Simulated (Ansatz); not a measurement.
Start from BeTe in the zinc blende structure (space group F-43m, No. 216).

```yaml
crystal:
  lattice:
    - [0.00000, 2.80217, 2.80217]
    - [2.80217, 0.00000, 2.80217]
    - [2.80217, 2.80217, 0.00000]
  atoms:
    - { symbol: Be, position: [0.00000, 0.00000, 0.00000] }
    - { symbol: Te, position: [0.25000, 0.25000, 0.25000] }
```

Cartesian axes are those of the cell as printed.

Calculations: plane-wave PAW DFT at the PBEsol level (Ansatz, an electronic-structure program, 420 eV), spin-orbit coupling left out.

Strains are applied to the cell and any free atomic positions relax.

One change was made to it. Results:

The energy rises by 6.0 meV/atom; the electron mass changes from 1.4 mₑ along k, 0.25 mₑ across (at X) to 1.5 mₑ along k, 0.26 mₑ across (at X); the smallest direct gap decreases by 0.08 eV, from 3.61 eV to 3.53 eV.

### Question
Which of these changes matches the shifts?
A. uniaxial strain ε_zz = −0.50 %
B. uniaxial strain ε_zz = +1.00 %
C. uniaxial strain ε_zz = −1.00 %
D. uniaxial strain ε_zz = −1.50 %
E. uniaxial strain ε_zz = +3.00 %

### Answer
E, uniaxial strain ε_zz = +3.00 %. For comparison, the energy relative to the base in the other runs: uniaxial strain ε_zz = +1.00 % gives +0.7 meV/atom; uniaxial strain ε_zz = −0.50 % gives +0.2 meV/atom; uniaxial strain ε_zz = −1.00 % gives +0.7 meV/atom; uniaxial strain ε_zz = −1.50 % gives +1.6 meV/atom.

With Te present, leaving out spin-orbit coupling can change the band edges. Masses are band curvatures over ±0.01 Å⁻¹ around the edge. Along k means along the line from Γ to the band edge. Stability against distortions was not tested.
